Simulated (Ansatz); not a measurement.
# Ge on a Hf site (middle of the slab) in a 2x1 cell of the 1x1 (100) surface of monoclinic HfO2 (cut with top plane 2 O)

Host crystal: monoclinic HfO2, with a band gap (PBE, scalar-relativistic without spin-orbit coupling).

These are PBE (plane waves to 420 eV, PAW; Ansatz, a first-principles code) values and carry that method's errors.

Model: 48-atom slab, 9.3 Å thick at the start (thin: gaps and levels are the slab's own), 2x4x1 mesh, Fermi-Dirac 0.01 eV, dipole correction, 4 atoms held, the rest relaxed; no symmetry held; no spin, no spin-orbit, no U.

```
Quantity                                                                               Value
----------------------------------------------------------------------------------  --------
formation energy against germanium, hcp Hf                                           6.16 eV
gap of the slab on its k-mesh                                                        3.06 eV
highest filled level below the top vacuum level                                      6.87 eV
change of the step from the bottom to the top vacuum level, against the clean slab  -0.27 eV
energy released by relaxation                                                        1.32 eV
largest move of a host atom                                                           0.53 Å
```
